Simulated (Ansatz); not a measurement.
Several settings converged on the (100) slab of Al2Cu (cut from a parent of space group no. 139; 12 atoms in the cell)

```yaml
crystal:
  lattice:
    - [4.04037, 0.00000, 0.00000]
    - [0.00000, 5.67368, 0.00000]
    - [0.00000, 0.00000, 20.06062]
  atoms:
    - { symbol: Al, position: [0.50000, 0.25000, 0.44965] }
    - { symbol: Al, position: [0.00000, 0.25000, 0.34894] }
    - { symbol: Cu, position: [0.00000, 0.50000, 0.44965] }
    - { symbol: Al, position: [0.00000, 0.75000, 0.34894] }
    - { symbol: Al, position: [0.50000, 0.75000, 0.44965] }
    - { symbol: Cu, position: [0.50000, 0.00000, 0.34894] }
    - { symbol: Al, position: [0.50000, 0.25000, 0.65106] }
    - { symbol: Al, position: [0.00000, 0.25000, 0.55035] }
    - { symbol: Cu, position: [0.00000, 0.50000, 0.65106] }
    - { symbol: Al, position: [0.00000, 0.75000, 0.55035] }
    - { symbol: Al, position: [0.50000, 0.75000, 0.65106] }
    - { symbol: Cu, position: [0.50000, 0.00000, 0.55035] }
```

Base method: LDA (PW92), default PAW files made with PBE (plane waves; Ansatz, an electronic-structure program).

Base settings: basis.ecutwfc = 30.9 Ry; kpoints.mp_grid.grid = 7 5 1; hamiltonian.xc = lda; hamiltonian.pseudopotentials = {kind: paw} (the program's default PAW files); scf.occupations.method = gaussian; scf.occupations.width = 0.0073 Ry.

The count of work is k-points × plane waves × bands × iterations; it is no time. Core times come from one kind of shared machine, to one figure; runs under 30 s give none.

**The plane-wave cutoff**

The mesh stays at the base's, so the ladder's end is converged at best in this setting alone.

Only quantities that move along the ladder and can be compared are tabulated.

```tsv
basis.ecutwfc	free energy less the last step's (meV/atom)	largest difference of a force vector from the last step's (eV/Å)	count of work / last	core time / last (rough)
15.4 Ry	3871.40	0.085	0.14	–
18.4 Ry	929.77	0.087	0.18	–
21.7 Ry	161.47	0.055	0.23	–
26.1 Ry	9.97	0.007	0.27	–
30.9 Ry	1.06	0.001	0.36	–
37.1 Ry	0.41	0.000	0.47	0.6
46.3 Ry	0.14	0.000	0.65	0.7
61.7 Ry	0.00	0.000	1.0	1
```

Coarsest basis.ecutwfc that holds the forces within 0.01 eV/Å of the last step, with all finer ones: 26.1 Ry, at 0.27 of the last step's count of work; the step before is off by 0.055 eV/Å.

Coarsest basis.ecutwfc that holds the free energy within 5 meV/atom of the last step, with all finer ones: 30.9 Ry, at 0.36 of the last step's count of work; the step before is off by 10.0 meV/atom.

**The depth of the relaxed slab**

On a (100) slab of Al2Cu (cut from a parent of space group no. 139; 6 atoms in the cell), and deeper slabs.

In this ladder: relax = atoms; relax.f_tol = 0.02 eV/Å.

Surface energy = (E_slab − N e_bulk)/2A, with e_bulk from the bulk crystal on its finest mesh (834 k-points); errors per atom of slab and bulk, whose meshes differ, grow with N.

The mesh stays at the base's, so the ladder's end is converged at best in this setting alone.

Only quantities that move along the ladder and can be compared are tabulated.

```tsv
atoms	surface energy (J/m²)	relaxation steps	core time / last (rough)
6	1.469	4	0.05
18	1.523	4	0.3
24	1.496	4	0.5
30	1.515	4	1
```

Smallest size that holds the surface energy within 0.01 J/m²: not settled: the last two steps still differ by 0.019 J/m², over half the tolerance, so the ladder does not show it.

On the base run: the starting cell comes from a database of computed structures (which also holds hypothetical and non-ambient phases and stackings), without a prior relaxation at this level. The slab is cut from that crystal, and its faces are unrelaxed. Its lattice was rescaled by up to half a per cent. Spin polarisation is off.

Keys are those of Ansatz 0.2.
